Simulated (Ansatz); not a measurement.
The reference is RbBr in the rock salt structure (space group Fm-3m, No. 225).

```yaml
crystal:
  lattice:
    - [0.00000, 3.42164, 3.42164]
    - [3.42164, 0.00000, 3.42164]
    - [3.42164, 3.42164, 0.00000]
  atoms:
    - { symbol: Rb, position: [0.00000, 0.00000, 0.00000] }
    - { symbol: Br, position: [0.50000, 0.50000, 0.50000] }
```

Cartesian axes are those of the cell as printed.

Method: PBEsol in Ansatz (plane waves to 420 eV, PAW, no spin-orbit coupling).

Base values:

| Quantity | Value |
|---|---|
| Valley order | Γ 4.22 eV; X along ⟨100⟩ 5.50 eV |
| Electron mass | 0.36 mₑ (at Γ) |

Now apply this change: tensile biaxial strain of 0.50 % in the plane normal to [001], as in epitaxy on a mismatched substrate; the out-of-plane cell vector and the atoms relax.

Q: What does the calculation give for the valley order after the change?

A: The valley order (the lowest conduction-band minima on the path, energy above the VBM, named in the base's zone) goes from Γ 4.22 eV; X along ⟨100⟩ 5.50 eV to Γ 4.20 eV; X along [001] 5.50 eV; X along [100] 5.51 eV.

Q: What does the calculation give for the out-of-plane strain after the change?

A: The out-of-plane strain is -0.10 %.

Q: Predict the new electron mass.

A: The electron mass stays 0.36 mₑ (at Γ).

The levels and masses belong to the bands next to the band gap. Masses are band curvatures over ±0.01 Å⁻¹ around the edge. Stability against distortions was not tested.

Ansatz is a program for electronic structure.
